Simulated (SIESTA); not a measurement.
Input and output of a self-consistent single point for CsLiMnS₂ (I-4m2, 5 atoms in the cell) (SIESTA).

Level of theory: SIESTA with GGA PBEsol, numerical atomic orbitals DZP, PseudoDojo PBEsol standard norm-conserving potentials (rewritten from UPF to PSML).

```xyz
5
Lattice="-2.0819 2.0819 7.0665 2.0819 -2.0819 7.0665 2.0819 2.0819 -7.0665" Properties=species:S:1:pos:R:3 pbc="T T T"
Cs     0.0000     0.0000     0.0000
Li     2.0819     0.0000     3.5333
Mn     0.0000     2.0819     3.5333
S      0.0000     0.0000     9.3114
S      0.0000     0.0000     4.8216
```
Moments meant for the start (each program seeds them in its own way; μB, in the order of the atoms Cs Li Mn S S): 0.0 0.0 4.0 0.0 0.0.

Reference input (self-consistent single point, DFT, GGA PBEsol, numerical atomic orbitals DZP, PseudoDojo PBEsol standard norm-conserving potentials (rewritten from UPF to PSML)): XC.functional = GGA; XC.authors = PBEsol; potentials = PseudoDojo PBEsol standard; PAO.BasisSize = DZP; PAO.EnergyShift = 0.005 Ry; MeshCutoff = 400 Ry; kgrid.MonkhorstPack = 7 7 7; OccupationFunction = MP; OccupationMPOrder = 0; ElectronicTemperature = 10 meV; Spin = polarized; DM.InitSpin = [1 +0.00, 2 +0.00, 3 +4.00, 4 +0.00, 5 +0.00]. This run's input differs from it in these lines:

```diff
@@ -34,5 +34,5 @@
 %block kgrid.MonkhorstPack
-    7   0   0  0.0
-    0   7   0  0.0
-    0   0   7  0.0
+    4   0   0  0.0
+    0   4   0  0.0
+    0   0   4  0.0
 %endblock kgrid.MonkhorstPack
```

The program printed (abridged):

```
        iscf     Eharris(eV)        E_KS(eV)     FreeEng(eV)     dDmax    Ef(eV) dHmax(eV)
   scf:    1    -4371.282297    -4387.967198    -4387.967202  0.895975 -3.859147 15.815655
     spin moment: {S} , |S| = {        0.0        0.0    4.99985 }     4.99985
   scf:    2    -4394.634325    -4391.654946    -4391.654946  0.094988 -4.425536  9.018737
     spin moment: {S} , |S| = {        0.0        0.0    5.00000 }     5.00000
   scf:    3    -4394.594291    -4393.684397    -4393.684397  0.119435 -5.088209  1.871716
     spin moment: {S} , |S| = {        0.0        0.0    5.00000 }     5.00000
   [... lines left out ...]
     spin moment: {S} , |S| = {        0.0        0.0    5.00000 }     5.00000
   scf:   11    -4393.871021    -4393.871013    -4393.871013  0.000353 -5.136605  0.018442
     spin moment: {S} , |S| = {        0.0        0.0    5.00000 }     5.00000
   scf:   12    -4393.871024    -4393.871020    -4393.871020  0.000252 -5.138217  0.004087
     spin moment: {S} , |S| = {        0.0        0.0    5.00000 }     5.00000
   scf:   13    -4393.871021    -4393.871021    -4393.871021  0.000060 -5.138674  0.000898
     spin moment: {S} , |S| = {        0.0        0.0    5.00000 }     5.00000
SCF Convergence by DM+H criterion
max |DM_out - DM_in|         :     0.0000600546
max |H_out - H_in|      (eV) :     0.0008976287
SCF cycle converged after 13 iterations

Using DM_out to compute the final energy and forces

siesta: E_KS(eV) =            -4393.8710

siesta: E_KS - E_eggbox =     -4393.8710

siesta: Atomic forces (eV/Ang):
     1   -0.000001    0.000001    0.000000
     2   -0.000255    0.000255   -0.000000
     3   -0.000051    0.000051   -0.000000
     4   -0.000097   -0.000232   -0.045396
     5    0.000232    0.000097    0.045396
   Tot   -0.000171    0.000171   -0.000000
   Max    0.045396
   Res    0.016577    sqrt( Sum f_i^2 / 3N )
   Max    0.045396    constrained

Stress tensor Voigt[x,y,z,yz,xz,xy] (kbar):        8.73        8.73       12.09        0.20        0.20       -0.01
   [... lines left out ...]
siesta: FreeEng =     -4393.871021
siesta: Cell volume =        122.509611 Ang**3
siesta:          -9.84882409         -8.95845996  kBar
   [... lines left out ...]
              0.006   0.012   0.005   0.009   0.005

mulliken: Qtot =       17.000

Mulliken Atomic Populations:
Atom #   charge [q] valence [e]      Sz [e]  Species
     1     0.726734    8.273266    0.008300  Cs
     2    -0.203633    3.203633   -0.034220  Li
     3     0.750531   14.249469    4.675898  Mn
     4    -0.636816    6.636816    0.175011  S
     5    -0.636816    6.636816    0.175011  S
 Total    -0.000000                5.000000
```

The run converged in 13 iterations. Against the reference run the free energy rises by 2.2 meV/atom, the pressure hardly changes (-1.01 to -0.98 GPa), the largest force moves little (0.043 to 0.045 eV/Å), the gap on the mesh goes from 0.818 to 0.773 eV and the size of the net moment stays at 1.00 μB/atom.

The starting cell comes from a database of computed structures (which also holds hypothetical and non-ambient phases and stackings), without a prior relaxation at this level. With one magnetic atom in the cell only a parallel order is possible. Values carry the incompleteness of an atom-centred basis. The basis of the alkali or alkaline-earth atoms may lack their empty d shell, which can raise the gap.

Cost on one core of a shared machine: roughly 2 min.
